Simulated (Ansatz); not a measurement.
TbRu2 (P6₃/mmc, No. 194; cell taken from a computed entry)

Calculation: r²SCAN in Ansatz (plane waves, PAW).

Numerical settings: plane-wave cutoff 500 eV, 12×12×6 k mesh (along the axes of the cell as run), Fermi–Dirac smearing 0.1 eV, spin-polarised start, scalar-relativistic PAW data made under PBE.

Cell (relaxed at this level):

```
CELL_PARAMETERS angstrom
      5.23177     0.00000     0.00000
     -2.61589     4.53085     0.00000
      0.00000     0.00000     8.90983
ATOMIC_POSITIONS crystal
  Tb 0.33333 0.66667 0.43253
  Tb 0.66667 0.33333 0.56747
  Tb 0.66667 0.33333 0.93253
  Tb 0.33333 0.66667 0.06747
  Ru 0.00000 0.00000 0.50000
  Ru 0.00000 0.00000 0.00000
  Ru 0.82956 0.17044 0.25000
  Ru 0.17044 0.82956 0.75000
  Ru 0.65913 0.82956 0.75000
  Ru 0.34087 0.17044 0.25000
  Ru 0.82956 0.65913 0.25000
  Ru 0.17044 0.34087 0.75000
```

* **equilibrium volume per atom**: 17.60 Å³/atom
* **lattice constant a**: 5.232 Å
* **c axis length**: 8.910 Å

Note: the magnetic order was assumed, not searched for or taken from measurement; the relaxation could not lower the start's symmetry, so the cell can be a saddle point above a distorted one; the 4f shell is treated without U or exact exchange, so its levels and filling can be wrong.

Spin–orbit coupling is not included.

Computed values are for the static lattice.

Computing time: roughly 100 core-minutes.

Ansatz is a quantum-chemistry and plane-wave program.
